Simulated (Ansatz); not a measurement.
TiAlB (model structure, started from the MoAlB type, Cmcm, No. 63, 6 atoms in the cell), treated with LDA (plane waves, PAW; Ansatz, a quantum-chemistry and plane-wave program).

Numerical settings: plane-wave cutoff 520 eV, 18×18×18 k mesh, Fermi–Dirac smearing 0.05 eV, no spin polarisation, scalar-relativistic PAW data made under PBE.

Cell (relaxed at this level):

```yaml
crystal:
  lattice:
    - [1.61063, -7.22794, 0.00000]
    - [1.61063, 7.22794, 0.00000]
    - [0.00000, 0.00000, 3.01278]
  atoms:
    - { symbol: Al, position: [0.69444, 0.30556, 0.25000] }
    - { symbol: Al, position: [0.30556, 0.69444, 0.75000] }
    - { symbol: B, position: [0.47072, 0.52928, 0.75000] }
    - { symbol: B, position: [0.52928, 0.47072, 0.25000] }
    - { symbol: Ti, position: [0.08288, 0.91712, 0.75000] }
    - { symbol: Ti, position: [0.91712, 0.08288, 0.25000] }
```

Give the computed bulk modulus.


bulk modulus: 156 GPa

Note: the run has no spin polarisation, so it can have missed a magnetic state; the bulk modulus is −V dP/dV from two relaxed cells at ±2 % in volume; the relaxation could raise the start's symmetry but not lower it, so the cell can be a saddle point.

It cost around 13 core-minutes (rough) of CPU time.

A model structure was made by putting elements into a prototype or built by hand; it is no filed structure, need not be a known phase, and can be a saddle point held by its symmetry.
